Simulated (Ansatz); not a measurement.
S_O in corundum: one set of geometries, relaxed with PBE, evaluated in Ansatz (PAW, plane waves to 420 eV, 500 eV under r2SCAN) with PBE, r2SCAN.

Details: 120-site cell; 2×2×2 Γ-centred k-points; start: the O site; charged states image-corrected; finite-size errors of tenths of an eV; flagged in the runs: a host whose relaxation on this sampling wasn't shown to rest.

| quantity | PBE | r2SCAN |
|---|---|---|
| host gap (eV) | 5.85 | 6.73 |
| ε(+1/0) above the VBM (eV) | 0.88 | 1.07 |
| largest moment on one atom at charge +1 (μB) | 0.34 | 0.37 |
| neutral formation energy against O2 molecule in a box, S8 molecule in a box (eV) | 6.38 | 6.35 |

PBE narrows the gap by 0.88 eV against r2SCAN, the highest level run, and puts the levels 0.19 eV lower above the valence-band maximum on average.

Ansatz is a first-principles code.
